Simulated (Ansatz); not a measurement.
NiGe: pressure series

The reference is NiGe (space group Pnma, No. 62; non-magnetic).

```
NiGe
1.0
    5.40742     0.00000     0.00000
    0.00000     3.47344     0.00000
    0.00000     0.00000     5.84671
Ni Ge
4 4
Direct
  0.50562   0.25000   0.69027
  0.00562   0.25000   0.80973
  0.49438   0.75000   0.30973
  0.99438   0.75000   0.19027
  0.68992   0.25000   0.08694
  0.18992   0.25000   0.41306
  0.31008   0.75000   0.91306
  0.81008   0.75000   0.58694
```

Cell and atoms are relaxed at each pressure.

Method: Ansatz (a first-principles code) PBE, no spin-orbit coupling.

Notes on the quantities. enthalpy: H = E + PV relative to the base's energy.

```json
[
 {"variant": "base", "density": "7.94 g/cm³", "shortest interatomic distance": "4.448 bohr", "enthalpy": "–"},
 {"variant": "pressure −2 GPa", "density": "7.82 g/cm³", "shortest interatomic distance": "4.464 bohr", "enthalpy": "-0.17 eV/atom"},
 {"variant": "pressure −1 GPa", "density": "___", "shortest interatomic distance": "4.456 bohr", "enthalpy": "-0.09 eV/atom"},
 {"variant": "pressure 0.9 GPa", "density": "8.00 g/cm³", "shortest interatomic distance": "4.441 bohr", "enthalpy": "+0.08 eV/atom"},
 {"variant": "pressure 2.1 GPa", "density": "8.07 g/cm³", "shortest interatomic distance": "4.432 bohr", "enthalpy": "+0.18 eV/atom"},
 {"variant": "pressure 4.5 GPa", "density": "___", "shortest interatomic distance": "4.416 bohr", "enthalpy": "+0.38 eV/atom"},
 {"variant": "pressure 9 GPa", "density": "8.42 g/cm³", "shortest interatomic distance": "4.388 bohr", "enthalpy": "+0.75 eV/atom"},
 {"variant": "pressure 15 GPa", "density": "8.70 g/cm³", "shortest interatomic distance": "4.357 bohr", "enthalpy": "+1.22 eV/atom"},
 {"variant": "pressure 22.5 GPa", "density": "9.00 g/cm³", "shortest interatomic distance": "4.323 bohr", "enthalpy": "+1.80 eV/atom"},
 {"variant": "pressure 30 GPa", "density": "___", "shortest interatomic distance": "4.294 bohr", "enthalpy": "+2.36 eV/atom"}
]
```

Problem. Complete the table.

Solution. 
- pressure −1 GPa, density: 7.88 g/cm³
- pressure 4.5 GPa, density: 8.20 g/cm³
- pressure 30 GPa, density: 9.28 g/cm³

Load acts through the strain it causes; cell and atoms are relaxed under it. Stability against distortions was not tested. No other phases were tried under pressure. Seeded moments were not kept for the base. The final runs are not spin-polarised.
